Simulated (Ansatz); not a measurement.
Fluorite PbF2 (high-temperature phase) was calculated with PBEsol-D3(BJ) (PAW; Ansatz, a program for electronic structure).

Numerical settings: plane-wave cutoff 520 eV, 10×10×10 k mesh, Fermi–Dirac smearing 0.01 eV, scalar-relativistic PAW data made under PBE.

Equation-of-state points:

```json
[
 {"V (Å³/atom)": "15.791", "E − E_lowest (meV/atom)": "17.05"},
 {"V (Å³/atom)": "16.127", "E − E_lowest (meV/atom)": "7.27"},
 {"V (Å³/atom)": "16.463", "E − E_lowest (meV/atom)": "1.75"},
 {"V (Å³/atom)": "16.799", "E − E_lowest (meV/atom)": "0.00"},
 {"V (Å³/atom)": "17.135", "E − E_lowest (meV/atom)": "1.62"},
 {"V (Å³/atom)": "17.471", "E − E_lowest (meV/atom)": "6.24"},
 {"V (Å³/atom)": "17.807", "E − E_lowest (meV/atom)": "13.52"}
]
```

Question: Fit the third-order Birch–Murnaghan equation and give B0 and B′.

Answer: V0 = 16.799 Å³/atom, B0 = 80.2 GPa, B′ = 4.8 (fit to the energies at full precision).

Measured, for comparison: bulk modulus 64 GPa, equilibrium volume per atom 17.46 Å³/atom (temperature not stated, not corrected to a static lattice; as tabulated in Cadelano and Cappellini (2011), arXiv:1107.5962). Computed (rounded) less measured: bulk modulus +25 %, equilibrium volume per atom -3.8 %.

Spin–orbit coupling is not included; it can shift volumes and moduli of such heavy elements.

Computed values are for the static lattice.
